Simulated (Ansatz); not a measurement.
What each level gives and costs: ZnBr2 (R-3m, 3 atoms in the cell)

```
CELL_PARAMETERS angstrom
      1.93438     1.11682     7.46821
     -1.93438     1.11682     7.46821
      0.00000    -2.23363     7.46821
ATOMIC_POSITIONS crystal
  Zn 0.00000 0.00000 0.00000
  Br 0.26632 0.26632 0.26632
  Br 0.73368 0.73368 0.73368
```

Program: Ansatz (a first-principles code), default PAW files made with PBE; each row names its functional.

Base settings: basis.ecutwfc = 420 eV; kpoints.mp_grid.grid = 4 4 4; hamiltonian.xc = hse06; hamiltonian.pseudopotentials = {kind: paw} (the program's default PAW files); scf.occupations.method = gaussian; scf.occupations.width = 0.05 eV.

Differences are taken from HSE06, a reference of convenience: it is no measurement, and no ranking of the functionals follows.

Core times come from one kind of shared machine and are given to one figure; runs under 30 s give none.

The starting cell comes from a database of computed structures (which also holds hypothetical and non-ambient phases and stackings), without a prior relaxation at this level. Its lattice was rescaled by a random factor within 2.5 % of one. Ansatz's pressure includes its estimate of the finite-basis (Pulay) stress.

```
level   gap on the mesh less reference (eV)  pressure less reference (GPa)  largest difference in the force on any atom (eV/Å)  core time / reference (rough)
------  -----------------------------------  -----------------------------  --------------------------------------------------  -----------------------------
PBEsol                               -1.334                          -0.97                                               0.117                              –
PBE0                                  0.699                          -0.08                                               0.011                            1.0
HSE06                                 0.000                           0.00                                               0.000                              1
```

Keys are those of Ansatz 0.2.
